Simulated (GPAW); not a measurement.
Input and output of a self-consistent single point for InSe (C2/m, 4 atoms in the cell) (GPAW).

Level of theory: PBEsol, GPAW PAW datasets PBEsol (made by gpaw-setup) (plane waves; GPAW 25.7.0).

The change in words: lattice scaled by 0.98. Reference geometry:
```
CELL_PARAMETERS angstrom
      5.82639    -2.05465     0.00000
      5.82639     2.05465     0.00000
     -1.72323     0.00000     4.77135
ATOMIC_POSITIONS crystal
  In 0.11180 0.11180 0.95316
  In 0.88820 0.88820 0.04684
  Se 0.33907 0.33907 0.33104
  Se 0.66093 0.66093 0.66896
```

Reference input (self-consistent single point, DFT PBEsol, plane waves, GPAW PAW datasets PBEsol (made by gpaw-setup)): mode = pw; ecut = 550 eV; xc = PBEsol; kpts = 5 5 4; mesh shift (steps) = 0 0 0; occupations.name = fermi-dirac; occupations.width = 0 eV; nbands = -6; convergence.bands = -4; symmetry.symmorphic = false; symmetry.tolerance = 0.0005; maxiter = 120. This run's input differs from it in these lines:

```diff
@@ -5,5 +5,5 @@
 atoms = Atoms(['In', 'In', 'Se', 'Se'],
-              cell=[[5.826395, -2.054650, 0.000000],
-                    [5.826395, 2.054650, 0.000000],
-                    [-1.723232, 0.000000, 4.771352]],
+              cell=[[5.709867, -2.013557, 0.000000],
+                    [5.709867, 2.013557, 0.000000],
+                    [-1.688767, 0.000000, 4.675925]],
               scaled_positions=[[0.111800, 0.111800, 0.953160],
```

The program printed (abridged):

```
     iter     time        total  log10-change:
                         energy   eigst   dens
iter:   1 --:--:--   -16.305603   +0.07
iter:   2 --:--:--   -16.234071   -1.22  -1.24
iter:   3 --:--:--   -15.949962   -1.60  -1.28
iter:   4 --:--:--   -15.960492   -2.26  -1.57
iter:   5 --:--:--   -15.931363   -2.21  -1.71
iter:   6 --:--:--   -15.925025   -3.18  -2.27
iter:   7 --:--:--   -15.922583c  -3.30  -2.41
iter:   8 --:--:--   -15.921323c  -3.97  -2.62
iter:   9 --:--:--   -15.921189c  -5.16  -3.12
iter:  10 --:--:--   -15.921158c  -4.94  -3.18
iter:  11 --:--:--   -15.921140c  -5.50  -3.39
iter:  12 --:--:--   -15.921141c  -6.49  -3.65
iter:  13 --:--:--   -15.921141c  -7.22  -3.67
iter:  14 --:--:--   -15.921138c  -6.36  -3.71
iter:  15 --:--:--   -15.921137c  -6.84  -3.78
iter:  16 --:--:--   -15.921136c  -7.43c -3.84
iter:  17 --:--:--   -15.921136c  -7.25  -3.89
iter:  18 --:--:--   -15.921135c  -8.17c -4.10c
Converged after 18 iterations.

Dipole moment: (0.000000, -0.000000, -0.000000) |e|*Ang

Energy contributions relative to reference atoms: (reference = -451921.881656)

Kinetic:        +45.608685
Potential:      -42.193121
External:        +0.000000
XC:             -19.582039
Entropy (-ST):   +0.000000
Local:           +0.245339
SIC:             +0.000000
--------------------------
Free energy:    -15.921135
Extrapolated:   -15.921135

Showing only first 2 kpts
 Kpt  Band  Eigenvalues  Occupancy
  0    17      3.55791    2.00000
  0    18      3.83152    2.00000
  0    19      7.83631    0.00000
  0    20      8.10249    0.00000

  1    17      3.89361    2.00000
  1    18      4.38844    2.00000
  1    19      6.72644    0.00000
  1    20      7.22386    0.00000

Fermi level: 5.65069

Gap: 1.141 eV
Transition (v -> c):
   [... lines left out ...]
Direct gap: 1.427 eV
   [... lines left out ...]
Energy (eV): -15.921135

Forces in eV/Ang:
  0 In   -0.27276    0.00000    0.06860
  1 In    0.27276    0.00000   -0.06860
  2 Se   -0.03238    0.00000    0.52696
  3 Se    0.03238    0.00000   -0.52696

Stress tensor:
    -0.011825    -0.000000    -0.000834
    -0.000000    -0.013090    -0.000000
    -0.000834    -0.000000    -0.009534
Stress (GPa, Voigt): [-1.8946 -2.0973 -1.5275 -0.     -0.1336 -0.    ]
```

The run converged in 18 iterations. GPAW prints stress with tension positive. Against the reference run the free energy rises by 2.5 meV/atom, the pressure goes from -1.48 to 1.84 GPa, the largest force goes from 0.029 to 0.528 eV/Å and the gap on the mesh goes from 1.052 to 1.141 eV.

The starting cell comes from a database of computed structures (which also holds hypothetical and non-ambient phases and stackings), without a prior relaxation at this level. For this run, on top of that: lattice scaled by 0.98.

Cost on one core of a shared machine: roughly 50 s.
